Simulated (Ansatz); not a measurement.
The reference is Zr in the hcp (Mg type) structure (space group P6_3/mmc, No. 194; relaxed with 0.1 eV smearing).

```xyz
2
Lattice="3.1825 0.0000 0.0000 -1.5912 2.7561 0.0000 0.0000 0.0000 5.1235" Properties=species:S:1:pos:R:3 pbc="T T T"
Zr     1.5912     0.9187     3.8426
Zr     0.0000     1.8374     1.2809
```

Cartesian axes are those of the cell as printed.

Method: Ansatz (an electronic-structure program) PBEsol, scalar-relativistic without spin-orbit coupling.

Before the change:

| Quantity | Value |
|---|---|
| Band gap | zero |

Now apply this change: tensor shear ε_xz = +0.29 % (engineering shear γ = 0.0058); the atoms relax in the strained cell.

What does the calculation give for the stress after the change?

The stress (xx, yy, zz, yz, xz, xy; compression positive) comes out as (0.0, 0.0, 0.0, 0.0, -0.1, 0.0) GPa.

What happens to the energy relative to the base?

The energy is nearly the same.

What happens to the band gap?

The band gap stays zero.

No phonon test of stability was made. All final runs are without spin polarisation.
